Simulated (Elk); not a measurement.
Worked example: self-consistent single point of MoSi2 (P1, 3 atoms in the cell) in Elk.

Method of the run: LDA (PW92), all-electron FP-LAPW, Elk's shipped species files, default APW+lo basis run with Elk.

```xyz
3
Lattice="-1.6050 1.6050 3.9250 1.6050 -1.6050 3.9250 1.6050 1.6050 -3.9250" Properties=species:S:1:pos:R:3 pbc="T T T"
Si     0.0367    -0.0186     5.1870
Si     0.0533     0.0376     2.6051
Mo    -0.0899    -0.0190     0.0579
```

Reference input (self-consistent single point, DFT, PBE, all-electron FP-LAPW, Elk's shipped species files, default APW+lo basis): xctype = 20; swidth = 0.00367493 Ha; ngridk = 5 5 7; rmtscf = 0.92; maxscl = 100. This run's input differs from it in these lines:

```diff
@@ -2,5 +2,2 @@
   0
-
-xctype
-  20
```

The program printed (abridged):

```
│ Self-consistent loop started │
│ Loop number : 1 │
 total energy                :     -4617.80409932
│ Loop number : 2 │
 total energy                :     -4618.17842780
RMS change in Kohn-Sham potential (target) :   0.1795575823     (  0.1000000000E-05)
Absolute change in total energy (target)   :   0.3743284832     (  0.1000000000E-03)
│ Loop number : 3 │
 total energy                :     -4620.71576806
RMS change in Kohn-Sham potential (target) :   0.1238708550     (  0.1000000000E-05)
Absolute change in total energy (target)   :    2.630922377     (  0.1000000000E-03)
│ Loop number : 4 │
   [... lines left out ...]
Absolute change in total energy (target)   :   0.3948235062E-03 (  0.1000000000E-03)
│ Loop number : 15 │
 total energy                :     -4623.57164390
RMS change in Kohn-Sham potential (target) :   0.4912887066E-07 (  0.1000000000E-05)
Absolute change in total energy (target)   :   0.1027929293E-03 (  0.1000000000E-03)
│ Loop number : 16 │
 total energy                :     -4623.57164463
RMS change in Kohn-Sham potential (target) :   0.1838004439E-07 (  0.1000000000E-05)
Absolute change in total energy (target)   :   0.2642358595E-04 (  0.1000000000E-03)
Convergence targets achieved

│ Loop number : 17 │

Energies :
 Fermi                       :     0.446445271061
 total energy                :     -4623.57164438

Density of states at Fermi energy :    7.137618578
 (states/Hartree/unit cell)

Estimated indirect band gap :   0.1453675437E-02
 from k-point    157 to k-point     94
Estimated direct band gap   :   0.3713420968E-01
 at k-point    138

Charges :
 core                        :    48.00000000
 valence                     :    22.00000000
 interstitial                :    6.190068151
 muffin-tins (core leakage)
  species :    1 (Si)
   atom    1                 :    11.86943974     (  0.3375680284E-02)
   atom    2                 :    11.83837107     (  0.3354782351E-02)
  species :    2 (Mo)
   atom    1                 :    40.10212104     (  0.1652630459E-05)
 total in muffin-tins        :    63.80993185
 total calculated charge     :    69.99364315
 total charge                :    70.00000000
 error                       :   0.6356851751E-02

│ Self-consistent loop stopped │
```

The run converged in 17 iterations. The count includes the last loop, which Elk runs after its targets are met. 

The starting cell has typed, rounded lattice constants, without a prior relaxation at this level. Its atoms were displaced at random from the sites of space group no. 139. Spin polarisation is off. Values depend on the basis (sphere radii, cutoffs, local orbitals), which need not be converged. The log's line on a gap gives a spacing of levels on this mesh, which the program prints for metals too.

Cost on one core of a shared machine: roughly 40 s.
